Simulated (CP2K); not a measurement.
Band structure of TaSn2 (Fddd, 12 atoms in the cell).

```yaml
crystal:
  lattice:
    - [10.80031, 0.00000, 0.00000]
    - [8.55997, 5.21974, 0.00000]
    - [2.24034, -2.12823, 4.76616]
  atoms:
    - { symbol: Ta, position: [0.37288, 0.37288, 0.62712] }
    - { symbol: Ta, position: [0.62712, 0.62712, 0.37288] }
    - { symbol: Ta, position: [0.87712, 0.87712, 0.62288] }
    - { symbol: Ta, position: [0.62288, 0.62288, 0.87712] }
    - { symbol: Sn, position: [0.91813, 0.58187, 0.91813] }
    - { symbol: Sn, position: [0.58187, 0.91813, 0.58187] }
    - { symbol: Sn, position: [0.33187, 0.66813, 0.33187] }
    - { symbol: Sn, position: [0.66813, 0.33187, 0.66813] }
    - { symbol: Sn, position: [0.33135, 0.33135, 0.16865] }
    - { symbol: Sn, position: [0.16865, 0.16865, 0.33135] }
    - { symbol: Sn, position: [0.91865, 0.91865, 0.08135] }
    - { symbol: Sn, position: [0.08135, 0.08135, 0.91865] }
```

Computed with PBEsol, GPW, DZVP-MOLOPT-SR-GTH basis, GTH-PBE potentials (GTH_POTENTIALS) in CP2K.

Settings: CUTOFF = 500 Ry; REL_CUTOFF = 40 Ry; SMEAR/METHOD = MARZARI_VANDERBILT; SIGMA = 0.2 eV; KPOINTS/SCHEME = MONKHORST-PACK 4 4 4; GAMMA_CENTERED = T; XC_FUNCTIONAL = PBE:PBESOL; Ta/BASIS_SET = DZVP-MOLOPT-SR-GTH-q13; Ta/POTENTIAL = GTH-PBE-q13; Sn/BASIS_SET = DZVP-MOLOPT-SR-GTH-q4; Sn/POTENTIAL = GTH-PBE-q4; METHOD = GPW; EPS_DEFAULT = 1e-11; EXTRAPOLATION = USE_GUESS.

The starting cell comes from a database of computed structures (which also holds hypothetical and non-ambient phases and stackings), without a prior relaxation at this level. Spin-orbit coupling is off. Spin polarisation is off. Values carry the incompleteness of an atom-centred basis. The potentials were made for another functional than the one used.

Levels in eV from the Fermi level, bands 39 to 44:
```json
[
 {"point": "Γ", "39": "-1.31", "40": "-1.30", "41": "-1.24", "42": "-1.20", "43": "-0.52", "44": "-0.40"},
 {"point": "Y", "39": "-0.49", "40": "-0.49", "41": "0.03", "42": "0.03", "43": "0.38", "44": "0.38"},
 {"point": "T", "39": "-0.61", "40": "-0.61", "41": "-0.36", "42": "-0.36", "43": "0.48", "44": "0.48"},
 {"point": "Z", "39": "-1.50", "40": "-1.50", "41": "-0.72", "42": "-0.72", "43": "-0.47", "44": "-0.47"},
 {"point": "X", "39": "-0.61", "40": "-0.54", "41": "-0.45", "42": "-0.24", "43": "0.21", "44": "0.70"},
 {"point": "A1", "39": "-0.53", "40": "-0.53", "41": "-0.46", "42": "-0.46", "43": "0.05", "44": "0.05"},
 {"point": "A", "39": "-0.53", "40": "-0.53", "41": "-0.46", "42": "-0.46", "43": "0.05", "44": "0.05"}
]
```

Bands cross the Fermi level along this path, so the cell is metallic at this level.

Higher empty bands are left out: an atom-centred basis made for the valence describes them poorly.
